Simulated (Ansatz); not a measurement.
InSb (model structure, P6₃/mmc, No. 194, 4 atoms in the cell) was calculated with PBEsol (Ansatz, a program for electronic structure, plane waves, PAW).

Run with plane-wave cutoff 520 eV, 18×18×10 k mesh (along the axes of the cell as run), Fermi–Dirac smearing 0.05 eV, scalar-relativistic PAW data made under PBE.

Cell (relaxed at this level):

```yaml
crystal:
  lattice:
    - [4.17139, 0.00000, 0.00000]
    - [-2.08570, 3.61253, 0.00000]
    - [0.00000, 0.00000, 7.35863]
  atoms:
    - { symbol: In, position: [0.00000, 0.00000, 0.00000] }
    - { symbol: In, position: [0.00000, 0.00000, 0.50000] }
    - { symbol: Sb, position: [0.33333, 0.66667, 0.25000] }
    - { symbol: Sb, position: [0.66667, 0.33333, 0.75000] }
```

**Question.** Predict the bulk modulus B0.

**Answer.** 
bulk modulus B0: 54.0 GPa

The run finds no gap.

Note: the bulk modulus is −V dP/dV from two relaxed cells at ±2 % in volume; the relaxation could raise the start's symmetry but not lower it, so the cell can be a saddle point.

Spin–orbit coupling is not included; it can open a gap where bands touch, and shift volumes and moduli.

Computed values are for the static lattice.

A model structure was made by putting elements into a prototype or built by hand; it is no filed structure, need not be a known phase, and can be a saddle point held by its symmetry.
